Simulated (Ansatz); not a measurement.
**Hypothetical P4/nmm Co2Si: biaxial strain +2.89 %, plane normal [001], relaxed out of plane**

Start from Co$_{2}$Si (space group P4/nmm, No. 129; a = 3.406 Å, c = 5.694 Å; ferromagnetic; a hypothetical phase, not in the database extracts checked). Axes: x, y, z lie along a, b, c of the conventional cell.

Perturbation: biaxial strain +2.89 %, plane normal [001], relaxed out of plane (Cartesian); in-plane vectors clamped, the third vector and the atoms free.

All numbers come from Ansatz (a quantum-chemistry and plane-wave program), PBEsol, PAW, cutoff 420 eV, no SOC. k-mesh 14×14×8 (Γ-centred); smearing 0.05 eV (Fermi–Dirac).

```tsv
quantity	base	changed	shift
volume per atom	11.01 Å³	11.39 Å³	+0.38 Å³
space group	P4/nmm (No. 129)	P4/nmm (No. 129)	–
pressure (mean of the normal stresses, compression positive)	0.0 GPa	-5.3 GPa	-5.3 GPa
band gap	zero	zero	–
magnetic state	ferromagnetic	ferromagnetic	–
largest site moment	0.81 μB	0.95 μB	+0.14 μB
out-of-plane strain (rough)	–	-2.30 %	–
mean in-plane stress (compression positive) (rough)	–	-7.9 GPa	–
```

Cost of the whole job for the changed cell (relaxation, final SCF and bands): roughly 12 core-minutes.

Other magnetic orders, which the real material may have, were not ruled out. Without a gap, meshes like the base's 14×14×8 leave anisotropic stresses uncertain by several tenths of a GPa, and small strain energies with them. Whether these cells are dynamically stable was not tested.
